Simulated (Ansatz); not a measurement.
**A computed series for hypothetical CsCl type NaI: element substitutions**

The reference is NaI in the CsCl type structure (space group Pm-3m, No. 221; a = 4.0398 Å; a hypothetical phase, not in the database extracts checked).

Each row replaces one element on all its sites; cell and atoms are relaxed.

Calculations: r2SCAN, PAW, 500 eV (Ansatz, an electronic-structure program; spin-orbit coupling left out).

For the base:

| Item | Result |
|---|---|
| Volume per atom | 32.96 Å³ |

Q: The aim is a volume per atom between 21.46 Å³ and 23.18 Å³. Which of these changes reaches it?
(A) Na → Ca
(B) Na → Y
(C) I → Se
(D) I → Sb

A: C, I → Se. It gives 21.99 Å³; Na → Ca gives 30.80 Å³; I → Sb gives 25.87 Å³; Na → Y gives 27.22 Å³. Changes not listed may reach it too

The magnetic state is the one reached from the starting moments; the real material's order can differ, and small cells can't hold many antiferromagnetic ones. Whether these cells are dynamically stable was not tested. As relaxed here, CaI, NaSb, NaSe and YI are hypothetical phases, not in the database extracts checked. Spin-polarised in the final run: CaI; the other runs are not. An odd electron count without spin: NaSe.
